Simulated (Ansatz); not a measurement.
Take Mo in the bcc (W type) structure (space group Im-3m, No. 229; a = 3.151 Å; relaxed with 0.1 eV smearing) as the base. Axes: x, y, z lie along the cube axes.

Structures relaxed with DFT with r2SCAN, PAW potentials and a 500 eV plane-wave cutoff in Ansatz (a program for electronic structure), no SOC, earlier PAW set.

Base:

Simulated powder pattern, Mo Kα, λ = 0.71073 Å (kinematic, ideal powder, no thermal factors, no anomalous dispersion; the 8 strongest lines at most, above 2 %, up to 2θ = 40°):

| 2θ (°) | I/Imax (%) | hkl |
|---|---|---|
| 18.35 | 100 | (110) |
| 26.07 | 18 | (200) |
| 32.07 | 38 | (211) |
| 37.20 | 12 | (220) |

After one change:

Simulated powder pattern, Mo Kα, λ = 0.71073 Å (kinematic, ideal powder, no thermal factors, no anomalous dispersion; the 8 strongest lines at most, above 2 %, up to 2θ = 40°):

```
2θ (°)  I/Imax (%)
------  ----------
18.35           51
18.42          100
26.07           18
26.27          8.9
32.11           38
32.24           19
37.20          5.9
37.35           12
```

Question: What was done to the base?
A. uniaxial strain ε_zz = −0.75 %
B. uniaxial strain ε_zz = +5.83 %
C. isotropic strain +0.18 %
D. biaxial strain −1.76 %, plane normal [111], relaxed out of plane

Answer: A, uniaxial strain ε_zz = −0.75 %. Its volume per atom is 15.53 Å³ against 15.65 Å³, and its space group is I4/mmm (No. 139).

Whether these cells are dynamically stable was not tested. All final runs are without spin polarisation.
